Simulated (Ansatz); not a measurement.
O on the 1x1 (0001) surface of hcp Zr, one in a 2x2 cell, energies for each (36.2 Å²). Energies are against ½ O2(g), without zero-point or thermal terms; each row is named by its start.

All values below come from PBE (plane waves to 420 eV, PAW; Ansatz, a first-principles code).

Which site binds most strongly?
A) hollow Zr-Zr-Zr
B) hollow Zr-Zr-Zr over Zr at depth 2.4 Å
C) top Zr

A, hollow Zr-Zr-Zr. Adsorption energies: hollow Zr-Zr-Zr -5.81 eV; hollow Zr-Zr-Zr over Zr at depth 2.4 Å -5.53 eV; top Zr -3.14 eV.
